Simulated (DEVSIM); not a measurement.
Structure: abrupt Si n-p junction, at 300 K.

```csv
layer (left to right),material,thickness (μm),Nd (cm⁻³),Na (cm⁻³),τn (s),τp (s)
1,Si,0.0300,2.6e16,-,8.8e-6,8.8e-6
2,Si,22.0,-,2.2e14,8.8e-6,8.8e-6
```

Left contact: ohmic. Right contact: ohmic. Voltage is applied to the left contact. Recombination: SRH at mid-gap, radiative, Auger. Mobility is μmin + (μ − μmin)/(1 + (N/Nref)^α).

Constants are typed, rounded textbook-type inputs, not results; the design itself was drawn at random and stands for no fabricated device. Values at 300 K.

| parameter | Si |
|---|---|
| gap (eV) | 1.124 |
| affinity (eV) | 4.05 |
| permittivity | 11.7 |
| Nc (cm⁻³) | 2.86e19 |
| Nv (cm⁻³) | 3.1e19 |
| μn (cm²/Vs) | 1417 |
| μp (cm²/Vs) | 470 |
| μn,min | 52 |
| μp,min | 45 |
| Nref,n | 9.7e16 |
| Nref,p | 2.2e17 |
| αn | 0.68 |
| αp | 0.72 |
| B (cm³/s) | 4.7e-15 |
| Cn (cm⁶/s) | 2.8e-31 |
| Cp (cm⁶/s) | 9.9e-32 |

Simulated with DEVSIM: 1D drift-diffusion, Boltzmann statistics, complete ionisation; no tunnelling, impact ionisation, image-force lowering or self-heating.

**Question.** Tabulate band edges, carrier densities and field at -0.9 V on the left contact.

**Answer.** Energies count from the Fermi level of the right contact; mesh points crowd at the junctions.

| x (μm) | Ec (eV) | Ev (eV) | n (cm⁻³) | p (cm⁻³) | field (V/cm) |
|---|---|---|---|---|---|
| 0.000 | 1.081 | -0.043 | 2.6e16 | 4500 | 5800 |
| 0.01241 | 1.089 | -0.035 | 1.9e16 | 5.9e12 | 6500 |
| 0.02183 | 1.095 | -0.029 | 1.5e16 | 1.2e13 | 7700 |
| 0.03543 | 1.107 | -0.017 | 9.5e15 | 2.6e13 | 8400 |
| 0.06988 | 1.129 | 0.005 | 4.0e15 | 8.0e13 | 5100 |
| 0.1237 | 1.150 | 0.026 | 1.8e15 | 2.0e14 | 2800 |
| 0.2229 | 1.167 | 0.043 | 9.0e14 | 4.5e14 | 1100 |
| 0.4960 | 1.176 | 0.052 | 5.7e14 | 7.3e14 | -13 |
| 0.9086 | 1.172 | 0.048 | 5.5e14 | 7.6e14 | -120 |
| 1.669 | 1.163 | 0.039 | 5.4e14 | 7.6e14 | -120 |
| 3.070 | 1.147 | 0.022 | 5.3e14 | 7.5e14 | -120 |
| 6.648 | 1.102 | -0.022 | 5.0e14 | 7.2e14 | -130 |
| 11.89 | 1.032 | -0.092 | 4.4e14 | 6.6e14 | -140 |
| 16.54 | 0.960 | -0.164 | 3.4e14 | 5.6e14 | -170 |
| 19.61 | 0.900 | -0.224 | 2.3e14 | 4.4e14 | -230 |
| 20.73 | 0.871 | -0.253 | 1.6e14 | 3.7e14 | -300 |
| 21.33 | 0.850 | -0.274 | 1.1e14 | 3.1e14 | -380 |
| 21.66 | 0.836 | -0.288 | 6.8e13 | 2.7e14 | -470 |
| 21.87 | 0.826 | -0.298 | 3.4e13 | 2.4e14 | -520 |
| 21.96 | 0.821 | -0.303 | 1.8e13 | 2.3e14 | -540 |
| 22.00 | 0.819 | -0.305 | 7.2e12 | 2.2e14 | -540 |
| 22.03 | 0.818 | -0.306 | 530000 | 2.2e14 | -540 |
